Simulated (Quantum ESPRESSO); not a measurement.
The steps of a band-structure calculation for TiBi₂O₆ (I4mm, 9 atoms in the cell) with Quantum ESPRESSO.

Computed with PBEsol, PseudoDojo standard norm-conserving (PBESOL) pseudopotentials (plane waves; Quantum ESPRESSO).

Step 1 (scf):

```fortran
&CONTROL
  calculation = 'scf'
  prefix = 'ti(bio3)2'
  outdir = './tmp'
  pseudo_dir = './'
  tprnfor = .true.
  tstress = .true.
/
&SYSTEM
  ibrav = 0
  nat = 9
  ntyp = 3
  ecutwfc = 85
  occupations = 'smearing'
  smearing = 'cold'
  degauss = 0.0147
/
&ELECTRONS
  conv_thr = 1.0d-10
/
ATOMIC_SPECIES
Ti    47.8670  Ti.upf
Bi   208.9804  Bi.upf
O     15.9990  O.upf
ATOMIC_POSITIONS {angstrom}
Ti    0.0000000000    0.0000000000    7.7661841000
Bi    2.6846450000    0.0000000000    4.8042677850
Bi    0.0000000000    2.6846450000    4.8042677850
O     0.0000000000    0.0000000000    0.7075034600
O     0.0000000000    0.0000000000    5.9757175150
O     1.3917736609   -1.3917736609    3.5843402450
O     1.3917736609    1.3917736609    3.5843402450
O    -1.3917736609    1.3917736609    3.5843402450
O     1.2928713391    1.2928713391   -1.2829097550
K_POINTS {automatic}
3 3 3  0 0 0
CELL_PARAMETERS {bohr}
  -5.0732437919     5.0732437919     9.1977694801
   5.0732437919    -5.0732437919     9.1977694801
   5.0732437919     5.0732437919    -9.1977694801
```

Step 2 (bands):

```fortran
&CONTROL
  calculation = 'bands'
  prefix = 'ti(bio3)2'
  outdir = './tmp'
  pseudo_dir = './'
  verbosity = 'high'
/
&SYSTEM
  ibrav = 0
  nat = 9
  ntyp = 3
  ecutwfc = 85
  occupations = 'smearing'
  smearing = 'cold'
  degauss = 0.0147
  nbnd = 49
/
&ELECTRONS
  conv_thr = 1.0d-10
  startingwfc = 'random'
  diago_thr_init = 1.0d-6
/
ATOMIC_SPECIES
Ti    47.8670  Ti.upf
Bi   208.9804  Bi.upf
O     15.9990  O.upf
ATOMIC_POSITIONS {angstrom}
Ti    0.0000000000    0.0000000000    7.7661841000
Bi    2.6846450000    0.0000000000    4.8042677850
Bi    0.0000000000    2.6846450000    4.8042677850
O     0.0000000000    0.0000000000    0.7075034600
O     0.0000000000    0.0000000000    5.9757175150
O     1.3917736609   -1.3917736609    3.5843402450
O     1.3917736609    1.3917736609    3.5843402450
O    -1.3917736609    1.3917736609    3.5843402450
O     1.2928713391    1.2928713391   -1.2829097550
K_POINTS {crystal_b}
13
  0.00000000   0.00000000   0.00000000   8  ! G
  0.50000000  -0.50000000   0.00000000   3  ! X
  0.50000000  -0.50000000   0.15211654   4  ! Y
  0.32605827  -0.32605827   0.32605827   8  ! S
  0.00000000   0.00000000   0.00000000   6  ! G
  0.50000000   0.50000000  -0.50000000   4  ! Z
  0.67394173   0.32605827  -0.32605827   4  ! S1
  0.50000000   0.00000000   0.00000000   6  ! N
  0.75000000  -0.25000000  -0.25000000   4  ! P
  0.84788346   0.15211654  -0.50000000   6  ! Y1
  0.50000000   0.50000000  -0.50000000   1  ! Z
  0.50000000  -0.50000000   0.00000000   3  ! X
  0.75000000  -0.25000000  -0.25000000   1  ! P
CELL_PARAMETERS {bohr}
  -5.0732437919     5.0732437919     9.1977694801
   5.0732437919    -5.0732437919     9.1977694801
   5.0732437919     5.0732437919    -9.1977694801
```

Step 3 (bands.x):

```fortran
&BANDS
  prefix = 'ti(bio3)2'
  outdir = './tmp'
  filband = 'bands.dat'
  lsym = .false.
/
```

Output of bands (abridged):

```
     Atomic positions and unit cell read from directory:
     ./tmp/ti(bio3)2.save/

     Message from routine setup:
     using ibrav=0 with symmetry is DISCOURAGED, use correct ibrav instead
     G-vector sticks info
     --------------------
     sticks:   dense  smooth     PW     G-vecs:    dense   smooth      PW
     Sum        3571    3571    975               100241   100241   14501

     bravais-lattice index     =            0
   [... lines left out ...]
     unit-cell volume          =     946.9215 (a.u.)^3
   [... lines left out ...]
     ./tmp/ti(bio3)2.save/charge-density

     Band Structure Calculation
     Davidson diagonalization with overlap

     ethr =  1.00E-06,  avg # of iterations = 35.5

     End of band structure calculation

          k = 0.0000 0.0000 0.0000 ( 12487 PWs)   bands (ev):

   -49.0686 -25.5568 -25.5568 -25.5235 -15.3667 -15.3360 -15.3360 -15.2352
   -15.2123 -15.2123 -15.1871 -15.1710 -15.1186 -15.1068 -11.5046  -9.7502
    -9.7502  -9.2656  -9.1192  -8.9575  -3.4654  -1.5836   2.4506   2.4506
     2.8137   2.8137   2.9311   3.2784   3.9236   4.0843   4.8495   4.9023
     4.9023   5.6056   5.6056   6.0259   6.1212   6.1342   6.1342   6.3782
     9.8695   9.9527  10.9796  10.9796  12.3322  12.5158  12.5158  12.8397
    13.1193

          k =-0.0719 0.0719 0.0000 ( 12487 PWs)   bands (ev):

   -49.0686 -25.5568 -25.5568 -25.5235 -15.3645 -15.3365 -15.3331 -15.2349
   -15.2148 -15.2122 -15.1878 -15.1693 -15.1220 -15.1077 -11.4800  -9.7711
    -9.7617  -9.2756  -9.1171  -8.9576  -3.4198  -1.6178   2.3798   2.4673
     2.7284   2.7849   2.9652   3.5139   3.9155   4.1017   4.8119   4.9010
     4.9919   5.5412   5.5772   5.9791   6.0655   6.1350   6.1387   6.3968
     9.8802  10.0556  10.9712  10.9758  12.2793  12.4077  12.4713  12.9066
    13.1004

   [... 56 blocks of this kind left out ...]
```

Output of bands.x (abridged):

```
     Reading xml data from directory:

     ./tmp/ti(bio3)2.save/

     G-vector sticks info
     --------------------
     sticks:   dense  smooth     PW     G-vecs:    dense   smooth      PW
     Sum        3571    3571    975               100241   100241   14501

     Reading collected, re-writing distributed wavefunctions
     high-symmetry point:  0.0000 0.0000 0.0000   x coordinate   0.0000
     high-symmetry point: -0.5748 0.5748 0.0000   x coordinate   0.8129
     high-symmetry point: -0.4000 0.7497 0.0000   x coordinate   1.0603
     high-symmetry point:  0.0000 0.7497 0.0000   x coordinate   1.4602
     high-symmetry point:  0.0000 0.0000 0.0000   x coordinate   2.2099
     high-symmetry point:  0.0000 0.0000 0.6341   x coordinate   2.8441
   [... 2 lines left out ...]
     high-symmetry point: -0.5748 0.5748 0.3171   x coordinate   4.1809
     high-symmetry point: -0.4000 0.4000 0.6341   x coordinate   4.5831
     high-symmetry point:  0.0000 0.0000 0.6341   x coordinate   5.1487
     high-symmetry point: -0.5748 0.5748 0.0000   x coordinate   5.1487
     high-symmetry point: -0.5748 0.5748 0.3171   x coordinate   5.4657

     Plottable bands (eV) written to file bands.dat.gnu
     Bands written to file bands.dat

   JOB DONE.
```

The starting cell comes from a database of computed structures (which also holds hypothetical and non-ambient phases and stackings), without a prior relaxation at this level. Spin-orbit coupling is off. Spin polarisation is off, so a magnetic state, if there is one, cannot be reached.
